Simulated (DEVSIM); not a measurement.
System: Co/SiO2/n-InP capacitor, at 300 K.

Layer 1 from the left is SiO2, thickness (nm) 48.0. Layer 2 from the left is InP, thickness (nm) 2600, Nd (cm⁻³) 5.6e16.

Metal gate on the left, work function 5 eV. Fixed charge at the semiconductor interface -2.88e11 cm⁻² (in units of +e); no interface traps.

This is a model device: material constants are rounded textbook-type values typed into the input, and sizes, dopings and lifetimes were drawn at random. Values at 300 K.

SiO2: gap (eV) 9, affinity (eV) 0.9, permittivity 3.9. InP: gap (eV) 1.344, affinity (eV) 4.38, permittivity 12.5, Nc (cm⁻³) 5.7e17, Nv (cm⁻³) 1.1e19.

Model (solved in DEVSIM): 1D Poisson equation in equilibrium, Boltzmann statistics, complete ionisation; no quantum confinement or tunnelling. Metal contacts follow the ideal Schottky-Mott rule: no Fermi-level pinning, no interface dipoles.

### Question
What does the simulation give for the minimum of the low-frequency capacitance, the flat-band voltage?

### Answer
minimum of the low-frequency capacitance 0.0358 μF/cm²; flat-band voltage 1.20 V.
